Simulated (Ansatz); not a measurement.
## GaP (F-43m): band-edge transport data

Input:

```
CELL_PARAMETERS angstrom
      0.00000     2.72572     2.72572
      2.72572     0.00000     2.72572
      2.72572     2.72572     0.00000
ATOMIC_POSITIONS crystal
  Ga 0.00000 0.00000 0.00000
  P  0.25000 0.25000 0.25000
```

Calculation: r2SCAN with spin-orbit coupling, rigid bands (plane waves, PAW; Ansatz, a program for electronic structure). Cell: cell and atoms relaxed with r2SCAN.

```
Item                                                                                                                                                           Result
---------------------------------------------------------------------------------------------------------------------------------------  ----------------------------
band gap                                                                                                                                                      1.82 eV
electron conductivity mass (300 K, dilute)                                                                                                                    0.34 mₑ
hole conductivity mass (300 K, dilute)                                                                                                                        0.48 mₑ
effective density of states N_c (300 K)                                                                                                                   3.8e19 cm⁻³
effective density of states N_v (300 K)                                                                                                                   2.3e19 cm⁻³
density-of-states mass, electrons                                                                                                                             1.31 mₑ
density-of-states mass, holes                                                                                                                                 0.93 mₑ
Seebeck coefficient, n-type 1e19 cm⁻³, 300 K                                                                                                                -327 μV/K
Seebeck coefficient, p-type 1e19 cm⁻³, 300 K                                                                                                                 319 μV/K
best p-type power factor at 300 K for τ = 10 fs (best axis; densities from 1e16 to 1e21 cm⁻³ tried, whether or not they can be reached)  14.5 μW/(cm·K²) at 3e20 cm⁻³
```

Rigid bands; masses and Seebeck coefficients take one relaxation time τ for all states and one kind of carrier; polarons and phonon drag are left out.
